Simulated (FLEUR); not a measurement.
## Effort and miss along a sweep of Kmax: Al2Pt (Fm-3m, 3 atoms in the cell)

```
Al2Pt
1.0
    0.00000     2.95500     2.95500
    2.95500     0.00000     2.95500
    2.95500     2.95500     0.00000
Pt Al
1 2
Direct
  0.00000   0.00000   0.00000
  0.25000   0.25000   0.25000
  0.75000   0.75000   0.75000
```

Computed with PBE, all-electron FLAPW (FLEUR), scalar-relativistic valence in FLEUR.

Base settings: Kmax = 4.6 1/bohr; GmaxXC = 13.8 1/bohr; xcFunctional = pbe; jspins = 1; l_soc = F; mode = hist; fermiSmearingEnergy = 0.00367493 Htr; mesh (inpgen div1-3) = 7 7 7; inpgen gamma flag = false; Gmax = 13.8 1/bohr.

Misses are taken against the tightest run, 5.6 1/bohr (Gmax: 13.8 1/bohr → 16.8 1/bohr; GmaxXC: 13.8 1/bohr → 16.8 1/bohr), which need not be fully converged itself. The energy is the free energy per atom.

Core times come from one kind of shared machine and are given to one figure; runs under 30 s give none.

The starting cell comes from a database of published, mostly measured structures (it also holds non-ambient and calculated ones), without a prior relaxation at this level. Spin polarisation is off. Values depend on the basis (sphere radii, cutoffs, local orbitals), which need not be converged.

```tsv
Kmax	energy less reference (meV/atom)	core time / reference (rough)
3.6 1/bohr (Gmax: 13.8 1/bohr → 10.8 1/bohr; GmaxXC: 13.8 1/bohr → 10.8 1/bohr)	16.38	0.2
3.9 1/bohr (Gmax: 13.8 1/bohr → 11.7 1/bohr; GmaxXC: 13.8 1/bohr → 11.7 1/bohr)	8.67	0.2
4.2 1/bohr (Gmax: 13.8 1/bohr → 12.6 1/bohr; GmaxXC: 13.8 1/bohr → 12.6 1/bohr)	5.06	0.3
4.4 1/bohr (Gmax: 13.8 1/bohr → 13.2 1/bohr; GmaxXC: 13.8 1/bohr → 13.2 1/bohr)	3.89	0.3
4.6 1/bohr	3.00	0.4
4.8 1/bohr (Gmax: 13.8 1/bohr → 14.4 1/bohr; GmaxXC: 13.8 1/bohr → 14.4 1/bohr)	2.33	0.5
5 1/bohr (Gmax: 13.8 1/bohr → 15 1/bohr; GmaxXC: 13.8 1/bohr → 15 1/bohr)	1.98	0.6
5.3 1/bohr (Gmax: 13.8 1/bohr → 15.9 1/bohr; GmaxXC: 13.8 1/bohr → 15.9 1/bohr)	0.35	0.8
5.6 1/bohr (Gmax: 13.8 1/bohr → 16.8 1/bohr; GmaxXC: 13.8 1/bohr → 16.8 1/bohr)	0.00	1
```

Coarsest setting among those run that, with all tighter ones, holds the energy within 10 meV/atom of the reference: 3.9 1/bohr (Gmax: 13.8 1/bohr → 11.7 1/bohr; GmaxXC: 13.8 1/bohr → 11.7 1/bohr), off by 8.7 meV/atom; it needs about 0.2 of the reference's time.

Coarsest setting among those run that, with all tighter ones, holds the energy within 1 meV/atom of the reference: 5.3 1/bohr (Gmax: 13.8 1/bohr → 15.9 1/bohr; GmaxXC: 13.8 1/bohr → 15.9 1/bohr), off by 0.35 meV/atom; its saving against the reference is no more than about a factor of 2 in time.

The step from 4.2 1/bohr (Gmax: 13.8 1/bohr → 12.6 1/bohr; GmaxXC: 13.8 1/bohr → 12.6 1/bohr) to 5.3 1/bohr (Gmax: 13.8 1/bohr → 15.9 1/bohr; GmaxXC: 13.8 1/bohr → 15.9 1/bohr): it takes the miss in the energy from 5.1 to 0.35 meV/atom, for roughly 3 times the time.
